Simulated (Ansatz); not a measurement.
The reference is HfO₂ in the fluorite structure (space group Fm-3m, No. 225; a = 5.0585 Å). Axes: x, y, z lie along the cube axes.

Level of theory: r2SCAN (Ansatz, a first-principles code; PAW; 500 eV plane waves; no spin-orbit coupling).

One thing is altered: tensor shear ε_xz = +3.77 % (engineering shear γ = 0.0754), atoms relaxed at fixed cell.

How does this affect the energy relative to the base and largest internal atomic displacement?

The energy grows by 15 meV/atom; the largest internal atomic displacement is 0.027 Å.

The cells carry an imposed strain or load. Whether these cells are dynamically stable was not tested. This is not the structure that HfO2 has at room temperature and ambient pressure.
